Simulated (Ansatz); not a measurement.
Start from AlN in the wurtzite structure (space group P6_3mc, No. 186; a = 3.107 Å, c = 4.978 Å). Axes: x lies along a and z along c of the hexagonal cell.

The values are results of Ansatz (a program for electronic structure), r2SCAN, PAW, cutoff 500 eV, without spin-orbit coupling, earlier PAW set, not measurements.

Perturbation: biaxial strain −2.97 %, plane normal [001], relaxed out of plane (Cartesian); in-plane vectors clamped, the third vector and the atoms free.

Problem. What happens to the out-of-plane strain?

Solution. The out-of-plane strain comes out as +1.53 %.

Problem. Estimate the effect on the in-plane stress.

Solution. The mean in-plane stress (compression positive) is +16.3 GPa.

No phonon test of stability was made.
